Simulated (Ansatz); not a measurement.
# VGe2 (model structure, started from the fluorite type, Fm-3m, No. 225, 3 atoms in the cell)

All values below come from PBEsol (Ansatz, a first-principles code, PAW).

Run with plane-wave cutoff 500 eV, 12×12×12 k mesh, Fermi–Dirac smearing 0.05 eV, spin-polarised with parallel moments, scalar-relativistic PAW data made under PBE.

Cell (relaxed at this level):

```xyz
3
Lattice="0.0000 2.9771 2.9771 2.9771 0.0000 2.9771 2.9771 2.9771 0.0000" Properties=species:S:1:pos:R:3 pbc="T T T"
V      0.0000     0.0000     0.0000
Ge     1.4886     1.4886     1.4886
Ge     4.4657     4.4657     4.4657
```

```yaml
band_gap: none
```

Note: the magnetic order was assumed, not searched for or taken from measurement; the relaxation could raise the start's symmetry but not lower it, so the cell can be a saddle point.

Spin–orbit coupling is not included.

Static lattice: no zero-point or thermal effects.

Computing time: roughly 70 core-seconds.

A model structure was made by putting elements into a prototype or built by hand; it is no filed structure, need not be a known phase, and can be a saddle point held by its symmetry.
